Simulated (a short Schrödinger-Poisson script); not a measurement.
# Gated Al0.33Ga0.67N/GaN polarisation-induced gas

Stack: gated Al0.33Ga0.67N/GaN polarisation-induced gas, at 77 K.

| layer | material | thickness (nm) | Na (cm⁻³) |
|---|---|---|---|
| 1 | Al0.33Ga0.67N | 25 | - |
| 2 | GaN | 6000 | 2e15 |

Constants are typed, rounded textbook-type inputs, not results; the design itself was drawn at random and stands for no fabricated device. Al0.33Ga0.67N: permittivity 9.3, conduction-band edge (eV) 0.462, gap (eV) 4.09, electron mass (mₑ) 0.24, Nv at 300 K (cm⁻³) 4.6e19. GaN: permittivity 9.5, conduction-band edge (eV) 0, gap (eV) 3.43, Nv at 300 K (cm⁻³) 4.6e19.

Channel valleys (confinement mass, in-plane density-of-states mass, number): Γ 0.2, 0.2, 1. At the gate the conduction-band edge of layer 1 lies 1.27 eV − eVg above the Fermi level of the channel; the field vanishes at the back. Sheet of polarisation charge: +1.6e13 e/cm² at 25 nm from the gate. The barrier under the gate holds no holes. Gaps are held at their typed values at every temperature. Mesh 0.08 nm at interfaces.

Solved with a short Schrödinger-Poisson script written for these runs: 1D Poisson equation in equilibrium, electrons quantum, Hartree plus LDA exchange-correlation (BenDaniel-Duke, 40 states a valley, the channel's in-plane mass for all, wave functions free to enter the barrier), parabolic valleys, classical holes, full ionisation, no traps, pinning or gate leakage.

| Vg (V) | electrons (cm⁻²) | in the channel layer | C (μF/cm²) | Γ E0 (meV) | Γ E1 (meV) |
|---|---|---|---|---|---|
| 0.5 | 1.43e13 | 1.29e13 | 0.321 | -158.1 | -12.2 |
| 0.05 | 1.34e13 | 1.22e13 | 0.320 | -149.4 | -9.9 |
| -0.4 | 1.25e13 | 1.15e13 | 0.319 | -140.4 | -7.6 |
| -0.85 | 1.16e13 | 1.08e13 | 0.319 | -131.4 | -5.2 |
| -1.3 | 1.07e13 | 1.00e13 | 0.318 | -122.3 | -2.8 |
| -1.75 | 9.84e12 | 9.25e12 | 0.317 | -113.0 | -0.3 |
| -2.2 | 8.95e12 | 8.47e12 | 0.316 | -103.6 | 2.4 |
| -2.65 | 8.06e12 | 7.68e12 | 0.316 | -94.1 | 5.4 |
| -3.1 | 7.18e12 | 6.88e12 | 0.315 | -84.3 | 8.9 |
| -3.55 | 6.29e12 | 6.07e12 | 0.314 | -74.4 | 12.8 |
| -4 | 5.41e12 | 5.25e12 | 0.313 | -64.3 | 17.2 |
| -4.45 | 4.54e12 | 4.42e12 | 0.312 | -54.0 | 21.8 |
| -4.9 | 3.66e12 | 3.58e12 | 0.311 | -43.7 | 26.3 |
| -5.35 | 2.79e12 | 2.75e12 | 0.309 | -33.3 | 30.3 |
| -5.8 | 1.93e12 | 1.90e12 | 0.307 | -22.8 | 33.6 |
| -6.25 | 1.07e12 | 1.06e12 | 0.303 | -11.7 | 36.3 |
| -6.7 | 2.32e11 | 2.31e11 | 0.289 | 4.4 | 41.3 |

Gate voltages with under 1e6 electrons/cm² are left out.

Subbands count from the Fermi level.
